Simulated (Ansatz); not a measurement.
SiNi (Pnma, No. 62)

Computed with PBE-D3(BJ) in Ansatz (plane waves, PAW).

Run with plane-wave cutoff 500 eV, 8×12×8 k mesh (along the axes of the cell as run), Fermi–Dirac smearing 0.05 eV, no spin polarisation, scalar-relativistic PAW data made under PBE.

Cell (relaxed at this level):

```cif
data_Ni4Si4
_chemical_formula_sum 'Si4 Ni4'
_space_group_name_H-M_alt 'P 1'
_space_group_IT_number 1
_cell_length_a 5.09477
_cell_length_b 3.34983
_cell_length_c 5.53263
_cell_angle_alpha 90.000
_cell_angle_beta 90.000
_cell_angle_gamma 90.000
loop_
_space_group_symop_operation_xyz
  'x, y, z'
loop_
_atom_site_label
_atom_site_type_symbol
_atom_site_fract_x
_atom_site_fract_y
_atom_site_fract_z
_atom_site_occupancy
Si1 Si 0.82258 0.75000 0.58574 1
Si2 Si 0.17742 0.25000 0.41426 1
Si3 Si 0.67742 0.25000 0.08574 1
Si4 Si 0.32258 0.75000 0.91426 1
Ni1 Ni 0.50961 0.25000 0.68706 1
Ni2 Ni 0.49039 0.75000 0.31294 1
Ni3 Ni 0.99039 0.75000 0.18706 1
Ni4 Ni 0.00961 0.25000 0.81294 1
```

```json
{
 "band_gap": "none"
}
```

Computing time: very roughly 2.4 core-minutes.

Ansatz is a first-principles code.
